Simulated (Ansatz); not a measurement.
Take La (space group P6_3/mmc, No. 194; relaxed with 0.1 eV smearing) as the base.

```cif
data_La4
_chemical_formula_sum 'La4'
_space_group_name_H-M_alt 'P 1'
_space_group_IT_number 1
_cell_length_a 3.76947
_cell_length_b 3.76947
_cell_length_c 12.11362
_cell_angle_alpha 90.000
_cell_angle_beta 90.000
_cell_angle_gamma 120.000
loop_
_space_group_symop_operation_xyz
  'x, y, z'
loop_
_atom_site_label
_atom_site_type_symbol
_atom_site_fract_x
_atom_site_fract_y
_atom_site_fract_z
_atom_site_occupancy
La1 La 0.00000 0.00000 0.00000 1
La2 La 0.00000 0.00000 0.50000 1
La3 La 0.33333 0.66667 0.25000 1
La4 La 0.66667 0.33333 0.75000 1
```

The values are results of DFT with PBE, PAW potentials and a 420 eV plane-wave cutoff in Ansatz (an electronic-structure program), no spin-orbit coupling, not measurements.

For the base:

- Pressure = 0.0 GPa
- Band gap = zero

The change: every lattice vector is stretched by 0.81 %, atoms relaxed at fixed cell.

Problem. What happens to the energy relative to the base, pressure and band gap?

Solution. The energy increases by 1.7 meV/atom; the pressure (mean of the normal stresses, compression positive) goes from zero to -0.6 GPa; the band gap stays zero.

The cells carry an imposed strain or load. Whether these cells are dynamically stable was not tested.
